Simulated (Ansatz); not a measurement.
## Energy from pressure between two volumes: Ir (Fm-3m, 1 atom in the cell)

```xyz
1
Lattice="0.0000 1.9104 1.9104 1.9104 0.0000 1.9104 1.9104 1.9104 0.0000" Properties=species:S:1:pos:R:3 pbc="T T T"
Ir     0.0000     0.0000     0.0000
```

Computed with PBE (plane waves, PAW; Ansatz, a first-principles code).

Settings: basis.ecutwfc = 1010 eV; kpoints.mp_grid.grid = 15 15 15; hamiltonian.xc = pbe; hamiltonian.pseudopotentials = {kind: paw} (the program's default PAW files); scf.occupations.method = gaussian; scf.occupations.width = 0.1 eV. This cutoff ends a ladder whose last two steps agree within 1 meV/atom.

The second cell is the first with its lattice scaled by 0.98, at the same fractional positions.

The starting cell has typed, rounded lattice constants, without a prior relaxation at this level. Its lattice was rescaled by up to half a per cent. Spin polarisation is off. Ansatz's pressure includes its estimate of the finite-basis (Pulay) stress.

| cell | volume (Å³/atom) | pressure (GPa) | F less the first cell's (meV/atom) |
|---|---|---|---|
| first | 13.9445 | 14.76 | 0.00 |
| second | 13.1245 | 44.30 | ? |

Q: Estimate the energy of the second cell from the pressures, and the bulk modulus between the two volumes.

A: With P = −dF/dV, the trapezoid gives ΔF ≈ −(P₁ + P₂)/2 · ΔV = −(29.530 GPa) · (-0.8200 Å³) = 151.14 meV/atom (1 eV/Å³ = 160.22 GPa). The modulus at fixed fractional positions is B = −ΔP/Δln V = 487 GPa, a mean over the interval; zero pressure lies outside it, so this is not the modulus at equilibrium. P(V) is curved, so the trapezoid lies high by about |ΔV|³·B·(1 + B′)/(12·V̄²) = 3.82 meV/atom for an assumed B′ = 4, which leaves 147.32 meV/atom. The runs gave 146.86 meV/atom, a miss of 0.46 meV/atom. Cases were kept where this miss is small, so the page shows the method and is no test of it.

Left out of this page: 15 runs of the series outside the window shown, repeating another row's setting, or not comparable.

Keys are those of Ansatz 0.2.
